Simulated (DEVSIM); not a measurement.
Structure: Co/SiON/n-Ge capacitor, at 300 K.

Layer 1 from the left is SiON, thickness (nm) 7.10. Layer 2 from the left is Ge, thickness (nm) 900, Nd (cm⁻³) 4.4e17.

Metal gate on the left, work function 5 eV. Fixed charge at the semiconductor interface 0 cm⁻² (in units of +e); interface traps 1e11 cm⁻² eV⁻¹, uniform in energy, neutral level at 0.7 of the gap above the valence band.

This is a model device: material constants are rounded textbook-type values typed into the input, and sizes, dopings and lifetimes were drawn at random. Values at 300 K.

SiON: gap (eV) 7, affinity (eV) 1.4, permittivity 5.5. Ge: gap (eV) 0.664, affinity (eV) 4, permittivity 16, Nc (cm⁻³) 1.04e19, Nv (cm⁻³) 6e18.

Model (solved in DEVSIM): 1D Poisson equation in equilibrium, Boltzmann statistics, complete ionisation; no quantum confinement or tunnelling. Metal contacts follow the ideal Schottky-Mott rule: no Fermi-level pinning, no interface dipoles.

Question: What does the simulation give for the threshold voltage (band bending 2φF), the minimum of the low-frequency capacitance?

Answer: threshold voltage (band bending 2φF) -0.07 V; minimum of the low-frequency capacitance 0.246 μF/cm².
